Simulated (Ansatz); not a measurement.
## hcp Mg (0 0 1) on 3C silicon carbide (1 1 1) (film strained to the substrate, started from cuts of the bulks and a machine-learned relaxation; slabs C6Si6 and Mg4, which can lie off the formulas)

A periodic stack without vacuum, hcp Mg (0 0 1) on 3C silicon carbide (1 1 1) (film strained to the substrate, started from cuts of the bulks and a machine-learned relaxation; slabs C6Si6 and Mg4, which can lie off the formulas): substrate slab C6Si6, film Mg4, surface cells [[0, -1], [1, -1]] and [[0, -1], [1, 0]], film strained by -3.2 and -3.2 %, outermost planes Si/C and Mg/Mg as cut, which need not be the usual terminations and can put a slab off its formula.

The start was prepared with a machine-learned potential, and the result is one local minimum, with the in-plane cell held and forces under 0.04 eV/Å; the film can end far from its bulk form.

Calculation: PBE (plane waves to 420 eV, PAW; Ansatz, a first-principles code). Spin–orbit coupling is left out; the runs are not spin-polarised; PBE gaps are too small against experiment. Its k-point mesh 12×12×1, Fermi–Dirac width 0.05 eV.

```
Property                                                                                                                  Value
--------------------------------------------------------------------------------  ---------------------------------------------
interface area                                                                                                           8.3 Å²
period                                                                                                                  25.11 Å
heights between the nearest atoms of the two slabs at the two interfaces                                        1.63 and 2.37 Å
Mg–Si contacts across the interfaces within 1.22 times the sum of covalent radii                                 5, mean 2.89 Å
C–Mg contacts across the interfaces within 1.22 times the sum of covalent radii                                  3, mean 2.42 Å
estimate of the barrier                                                           withheld, since the two interfaces are unlike
```

```xyz
16
Lattice="3.0962 0.0008 0.0758 1.5491 2.6817 -0.0316 1.7871 -1.3310 25.2038" Properties=species:S:1:pos:R:3 pbc="T T T"
C      3.1200    -0.0879     1.8063
C      1.5091     0.8722     4.2696
C      2.9929     1.8319     6.8130
C      2.9275     0.1101     9.3868
C      1.3161     1.0691    11.8528
C      2.8008     2.0327    14.4342
Si     3.1399     1.6839     1.1112
Si     3.0724    -0.0372     3.7036
Si     1.4602     0.9215     6.1667
Si     2.9440     1.8812     8.7081
Si     2.8796     0.1591    11.2812
Si     4.3650     1.1219    13.8215
Mg     2.7586     0.2916    16.1057
Mg     2.6677    -1.4152    18.7267
Mg     5.6441     0.4489    21.3616
Mg     2.3059    -1.2940    23.9252
```
